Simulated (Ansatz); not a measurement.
The parent structure is Ti in the hcp (Mg type) structure (space group P6_3/mmc, No. 194; relaxed with 0.1 eV smearing).

Ti is modelled in the hexagonal space group P6₃/mmc (No. 194), the hcp (Mg type) structure, Pearson symbol hP2. Lattice parameters: a = b = 2.902 Å, c = 4.593 Å, α = β = 90.00°, γ = 120.00°. Ti on 2c sees 12 Ti at 2.843–2.902 Å (anticuboctahedral). (Neighbours: up to the widest gap in distance over summed covalent radii, below 1.35, at either atom.)

All numbers come from Kohn–Sham DFT with the PBEsol functional, run in Ansatz (an electronic-structure program) with PAW and 420 eV plane waves, scalar-relativistic without spin-orbit coupling.

Base values:

| Property | Result |
|---|---|
| Pressure | 0.0 GPa |
| Band gap | zero |

Perturbation: an isotropic linear strain of +1.00 %, atoms relaxed at fixed cell.

Question: What does the calculation give for the pressure after the change?

Answer: The pressure (mean of the normal stresses, compression positive) goes from zero to -3.4 GPa.

Question: How does this affect the band gap?

Answer: The band gap stays zero.

Question: What happens to the energy relative to the base?

Answer: The energy goes up by 5.4 meV/atom.

No phonon test of stability was made. The final runs are not spin-polarised.
